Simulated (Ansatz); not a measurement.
SiC: strain tensor (xx, yy, zz, yz, xz, xy) = (+0.65, +0.45, +0.85, +0.72, −0.29, +0.09) %

Base system: SiC in the zinc blende structure (space group F-43m, No. 216; a = 4.357 Å). Axes: x, y, z lie along the cube axes.

Now apply this change: the symmetric strain tensor [0.0065 0.0009 -0.0029; 0.0009 0.0045 0.0072; -0.0029 0.0072 0.0085]; the atoms relax in the strained cell.

All numbers come from Ansatz (a program for electronic structure) r2SCAN, no spin-orbit coupling, earlier PAW set. Γ-centred 13×13×13 mesh, Fermi–Dirac width 0.05 eV.

| quantity | base | changed | shift |
|---|---|---|---|
| volume per atom | 10.34 Å³ | 10.54 Å³ | +0.20 Å³ |
| space group | F-43m (No. 216) | P1 (No. 1) | – |
| shortest interatomic distance | 1.886 Å | 1.890 Å | +0.0031 Å |
| energy relative to the base (free energy F) | 0 meV/atom | +4.8 meV/atom | +4.8 meV/atom |
| pressure (mean of the normal stresses, compression positive) | 0.0 kbar | -42.2 kbar | -42.2 kbar |
| band gap | 1.71 eV | 1.63 eV | -0.08 eV |
| gap character | – | indirect, Γ → U | – |
| smallest direct gap | 5.05 eV | 4.89 eV | -0.16 eV |
| valence-band top at Γ (three highest levels, from the VBM) | 0.00, 0.00, 0.00 eV | 0.00, -0.08, -0.14 eV | – |
| valley order (the lowest conduction-band minima on the path, energy above the VBM, named in the base's zone) | X along ⟨100⟩ 1.71 eV | X along [010] 1.63 eV; X along [100] 1.64 eV; X along [001] 1.67 eV | – |
| stress (xx, yy, zz, yz, xz, xy; compression positive) | – | (-4.25, -3.66, -4.76, -3.60, 1.42, -0.43) GPa | – |

Final structure:

```
SiC
1.0
   -0.00436     2.20380     2.21251
    2.18626     0.01754     2.19062
    2.19432     2.18997     0.00948
C Si
1 1
Direct
  0.74928   0.75089   0.75026
  0.00072   0.99911   0.99974
```

Whether these cells are dynamically stable was not tested. k-point labels follow each cell's own Brillouin zone.
